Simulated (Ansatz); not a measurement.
The reference is GaN in the zinc blende structure (space group F-43m, No. 216; a = 4.549 Å).

All numbers come from DFT with PBE, PAW potentials and a 420 eV plane-wave cutoff in Ansatz (a first-principles code), no spin-orbit coupling, earlier PAW set.

Now apply this change: full substitution N → Sb, then cell and atoms are relaxed.

Measured lattice parameter a: GaN 4.5 Å (room temperature; as listed in I. Vurgaftman, J. R. Meyer, L. R. Ram-Mohan, Journal of Applied Physics (2001)); GaSb 6.0959 Å (room temperature; as listed in I. Vurgaftman, J. R. Meyer, L. R. Ram-Mohan, Journal of Applied Physics (2001)).

Task: How well does PBE reproduce the measured shift?

Result: With PBE the lattice parameter a moves by +1.665 Å (4.549 → 6.214) against +1.596 Å measured.

Whether these cells are dynamically stable was not tested. The final runs are not spin-polarised. This is not the structure that GaN has at room temperature and ambient pressure.
